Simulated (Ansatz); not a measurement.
Consider BiB in the zinc blende structure (space group F-43m, No. 216; a = 5.456 Å; a hypothetical phase, not in the database extracts checked).

It is then changed as follows: cell and atoms relaxed at a pressure of 7 GPa.

Levels (all Ansatz, a first-principles code, PAW): PBEsol (420 eV, no spin-orbit coupling); r2SCAN (500 eV, without spin-orbit coupling); HSE06 (420 eV, no spin-orbit coupling).

At the geometry relaxed with PBEsol, these levels gave the following band gaps, in shuffled order: (a) 0.58 eV, (b) 0.79 eV, (c) 1.11 eV.

Task: Match each gap to its level.

Result: (a) PBEsol; (b) r2SCAN; (c) HSE06.

Single points use the geometry relaxed with PBEsol. HSE06 gaps are upper bounds (no full band path). With Bi present, leaving out spin-orbit coupling can change the band edges. Load acts through the strain it causes; cell and atoms are relaxed under it. Stability against distortions was not tested. No other phases were tried under pressure.
